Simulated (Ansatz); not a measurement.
The parent structure is W in the bcc (W type) structure (space group Im-3m, No. 229; a = 3.1837 Å).

Levels (all Ansatz, a program for electronic structure, PAW, earlier PAW set): PBE (420 eV, scalar-relativistic without spin-orbit coupling); r2SCAN (500 eV, no spin-orbit coupling).

The geometry is relaxed with PBE.

* **PBE pressure**: 0.0 GPa

Task: Predict the pressure from r2SCAN.

Result: The pressure goes from zero to -4.3 GPa.

Single points use the geometry relaxed with PBE. Their cutoffs differ, which shifts pressures a little. Stability against distortions was not tested. All final runs are without spin polarisation.
